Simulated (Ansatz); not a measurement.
Response to strain in WSi2

Base system: WSi₂ (space group I4/mmm, No. 139; relaxed with 0.1 eV smearing).

```
CELL_PARAMETERS angstrom
     -1.60572     1.60572     3.90242
      1.60572    -1.60572     3.90242
      1.60572     1.60572    -3.90242
ATOMIC_POSITIONS crystal
  W  0.00000 0.00000 0.00000
  Si 0.33482 0.33482 0.00000
  Si 0.66518 0.66518 0.00000
```

Cartesian axes are those of the cell as printed.

Strains are applied to the cell and any free atomic positions relax; under biaxial strain the out-of-plane vector relaxes too; under stress the whole cell relaxes.

Computed with Kohn–Sham DFT with the r2SCAN functional, run in Ansatz (a quantum-chemistry and plane-wave program) with PAW and 500 eV plane waves, scalar-relativistic without spin-orbit coupling.

Notes on the quantities. pressure: mean of the normal stresses, compression positive.

| variant | volume per atom | pressure | space group |
|---|---|---|---|
| base | 13.42 Å³ | 0.0 GPa | I4/mmm (No. 139) |
| biaxial strain −3.84 %, plane normal [001], relaxed out of plane | 12.60 Å³ | 15.7 GPa | I4/mmm (No. 139) |
| biaxial strain −2.28 %, plane normal [001], relaxed out of plane | 12.92 Å³ | 8.9 GPa | I4/mmm (No. 139) |
| biaxial strain −0.74 %, plane normal [001], relaxed out of plane | 13.25 Å³ | 2.7 GPa | I4/mmm (No. 139) |
| biaxial strain +0.51 %, plane normal [001], relaxed out of plane | 13.53 Å³ | -1.8 GPa | I4/mmm (No. 139) |
| biaxial strain +1.82 %, plane normal [001], relaxed out of plane | 13.83 Å³ | -6.0 GPa | I4/mmm (No. 139) |
| isotropic strain −1.42 % | 12.85 Å³ | 11.1 GPa | I4/mmm (No. 139) |
| uniaxial strain ε_xx = +0.81 % | 13.52 Å³ | -1.8 GPa | Immm (No. 71) |
| uniaxial strain ε_yy = −0.13 % | 13.40 Å³ | 0.3 GPa | Immm (No. 71) |
| uniaxial stress, 2 GPa tension along z | 13.45 Å³ | – | I4/mmm (No. 139) |

Beyond what the load breaks, stability against distortions was not tested. All final runs are without spin polarisation.
